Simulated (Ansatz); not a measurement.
Where the default PAW files enter, the runs use the earlier of Ansatz's two default sets.

The decay constant κ of evanescent states in the gap governs leakage through a thin film.

Data:

```
CELL_PARAMETERS angstrom
      4.43301     0.00000     0.00000
     -2.21651     3.83910     0.00000
      0.00000     0.00000     7.23164
ATOMIC_POSITIONS crystal
  Cd 0.66667 0.33333 0.49995
  Cd 0.33333 0.66667 0.99995
  Se 0.66667 0.33333 0.87591
  Se 0.33333 0.66667 0.37591
```

Space group of this cell: P6_3mc, wurtzite. The cell is strained (all lengths scaled by 1.02); by r2SCAN its mean pressure is -2.8 GPa.

Transport runs along the normal of the first two printed cell vectors, the (001) plane of the conventional cell.

No gap correction and no spin-orbit coupling; mid-gap values are interpolated between computed energies.

Problem. Compute, with r2SCAN run with Ansatz (a first-principles code), the band gap and the smallest decay constant κ at mid-gap.

Solution. Gap 0.95 eV on a 12×12×4 mesh; κ = 0.073 1/Å, at the zone centre.
